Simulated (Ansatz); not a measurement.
The starting structures come from a database of crystals and need not be the phases stable at ambient conditions.

 Where the default PAW files enter, the runs use the earlier of Ansatz's two default sets.

The decay constant κ of evanescent states in the gap governs leakage through a thin film.

Data:

```xyz
16
Lattice="4.9564 0.0000 0.0000 0.0000 6.1218 0.0000 0.0000 0.0000 6.9436" Properties=species:S:1:pos:R:3 pbc="T T T"
Hg     3.7017     3.0755     0.9489
Hg     3.7328     3.0463     4.4207
Hg     1.2235    -0.0146     5.9947
Hg     1.2547     6.1364     2.5229
H      1.7744     3.0172     2.7052
H      0.7038     3.1045     6.1770
H      4.2525     0.0436     4.2384
H      3.1820     6.0781     0.7666
O      2.6579     2.4795     2.6898
O      4.7767     3.6423     6.1616
O      0.1797     0.5814     4.2538
O      2.2985     5.5404     0.7820
F      2.9893     5.4635     4.2531
F      4.4452     0.6583     0.7814
F      0.5112     3.7192     2.6904
F      1.9670     2.4026     6.1622
```

Space group of this cell: P2_12_12_1. The cell was relaxed by PBE-D3(BJ); by PBEsol its mean pressure is -2.2 GPa.

Transport runs along the normal of the first two printed cell vectors.

The gap is the functional's own, uncorrected, and κ follows it; spin-orbit coupling is left out. Mid-gap values are interpolated between the computed energies.

Q: Compute, with PBEsol run with Ansatz (a quantum-chemistry and plane-wave program), the band gap and the smallest decay constant κ at mid-gap.

A: Gap 1.44 eV on a 6×6×6 mesh; κ = 0.368 1/Å, at (0.167, 0.000) of the in-plane reciprocal vectors. At the zone centre, at the nearest computed energy, the slowest state has κ = 0.39 1/Å.
